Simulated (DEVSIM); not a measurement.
Structure: abrupt Si p-n junction, at 300 K.

Layer 1 from the left is Si, thickness (μm) 1.50, Na (cm⁻³) 1e18, τn (s) 5.8e-6, τp (s) 5.8e-6. Layer 2 from the left is Si, thickness (μm) 3.10, Nd (cm⁻³) 1.4e15, τn (s) 5.8e-6, τp (s) 5.8e-6.

Left contact: ohmic. Right contact: ohmic. Voltage is applied to the left contact. Recombination: SRH at mid-gap, radiative. Mobility is constant in doping.

Constants are typed, rounded textbook-type inputs, not results; the design itself was drawn at random and stands for no fabricated device. Values at 300 K.

Si: gap (eV) 1.124, affinity (eV) 4.05, permittivity 11.7, Nc (cm⁻³) 2.86e19, Nv (cm⁻³) 3.1e19, μn (cm²/Vs) 1417, μp (cm²/Vs) 470, B (cm³/s) 4.7e-15.

Simulated with DEVSIM: 1D drift-diffusion, Boltzmann statistics, complete ionisation; no tunnelling, impact ionisation, image-force lowering or self-heating.

Problem. What does the simulation give for the largest field in the device at zero bias, the dark forward voltage at 1 A/cm², the potential step across the device at zero bias?

Solution. largest field in the device at zero bias 56000 V/cm; dark forward voltage at 1 A/cm² 0.551 V; potential step across the device at zero bias 0.779 V.
